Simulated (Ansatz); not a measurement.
**(Ni,Pt)Ge: NiPtGe2**

A 16-atom cell of (Ni,Pt)Ge started in the MnP type structure, site fractions Ni 0.500, Pt 0.500, short-range order 0.00 among the nearest mixed sites of the first mixed sublattice (0 is random, a negative value favours unlike neighbours), space group P1 at the end.

The mixing enthalpy is taken against the end members in the MnP type type (which need not be the stable form of every end member), relaxed in the same cell and mesh.

Method: PBE (plane waves to 420 eV, PAW; Ansatz, a program for electronic structure). Spin–orbit coupling is left out; the runs are not spin-polarised. Its k-point mesh 6×6×6, Fermi–Dirac width 0.05 eV.

```
Item                                                                                               Value
----------------------------------------------------------  --------------------------------------------
volume per atom                                                                                 15.35 Å³
Ge–Ni bonds (within 1.22 times the sum of covalent radii)   2.485 Å on average, from 2.364 to 2.642 (24)
Ge–Pt bonds (within 1.22 times the sum of covalent radii)   2.586 Å on average, from 2.459 to 2.749 (24)
mixing enthalpy per site of the mixed sublattice                                                   4 meV
departure of the mean lattice parameter from Vegard's line                                        +0.2 %
```

```xyz
16
Lattice="-5.5721 3.6259 -0.0029 5.5752 3.6295 -0.0039 0.0009 -3.6221 -6.0699" Properties=species:S:1:pos:R:3 pbc="T T T"
Ge    -1.0220     2.6788    -2.6072
Ge     4.6138     2.7756    -2.5244
Ge    -4.5327     0.9395    -3.6689
Ge     0.9786     0.8783    -3.6103
Ge    -1.7288     0.9841    -5.4537
Ge     3.9443     0.8511    -5.5330
Ge    -3.9050     2.7445    -0.4959
Ge     1.7332     2.6934    -0.4191
Pt    -2.7576     0.9230    -1.8708
Pt     2.7469     0.8871    -1.8928
Ni    -2.8033     2.7668    -4.2318
Pt     2.7855     2.6887    -4.2430
Ni    -0.0265     2.7193    -4.8849
Ni    -0.0132    -0.9096    -4.8969
Pt    -0.0045     4.4914    -1.1322
Ni     0.0236     0.9539    -1.1483
```
